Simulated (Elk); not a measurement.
Band structure of MgCd2 (Cmcm, 6 atoms in the cell).

```
CELL_PARAMETERS angstrom
      1.64097    -8.04943     0.00000
      1.64097     8.04943     0.00000
      0.00000     0.00000     5.14202
ATOMIC_POSITIONS crystal
  Mg 0.11010 0.88990 0.25000
  Mg 0.88990 0.11010 0.75000
  Cd 0.44529 0.55471 0.25000
  Cd 0.55471 0.44529 0.75000
  Cd 0.77796 0.22204 0.25000
  Cd 0.22204 0.77796 0.75000
```

Level of theory: PBEsol, all-electron FP-LAPW, Elk's shipped species files, APW+lo basis with extra local orbitals (Elk 10.2.4).

Settings: xctype = 22; rgkmax = 8; swidth = 0.00367493 Ha; ngridk = 5 5 3; gmaxvr = 14 1/bohr; nxlo = 2; lorbcnd = true; lmaxi = 2; maxscl = 100.

The starting cell comes from a database of computed structures (which also holds hypothetical and non-ambient phases and stackings), without a prior relaxation at this level. Its lattice was rescaled by a random factor within 2.5 % of one. Values depend on the basis (sphere radii, cutoffs, local orbitals), which need not be converged.

Levels in eV from the Fermi level, bands 43 to 50:
```
point     43     44     45     46     47     48    49    50
-----  -----  -----  -----  -----  -----  -----  ----  ----
Γ      -5.26  -1.96  -1.09   0.51   0.65   0.79  1.36  2.33
X      -3.59  -1.44  -0.92   1.08   1.53   1.73  2.24  2.29
S      -2.68  -2.56  -0.21   0.08   1.71   2.13  2.25  2.68
R      -2.24  -2.24  -1.52  -1.52  -0.52  -0.52  1.37  1.37
A      -2.19  -2.19  -1.92  -1.92   0.17   0.17  0.82  0.82
Z      -4.10  -4.10  -3.44  -3.44   3.54   3.54  3.99  3.99
Y      -2.29  -2.24  -1.20  -1.17  -0.61  -0.49  3.31  3.36
X1     -3.59  -1.44  -0.92   1.08   1.53   1.73  2.24  2.29
A1     -2.19  -2.19  -1.92  -1.92   0.17   0.17  0.82  0.82
T      -5.57  -5.57  -1.15  -1.15   0.12   0.12  5.87  5.87
```

Bands cross the Fermi level along this path, so the cell is metallic at this level.
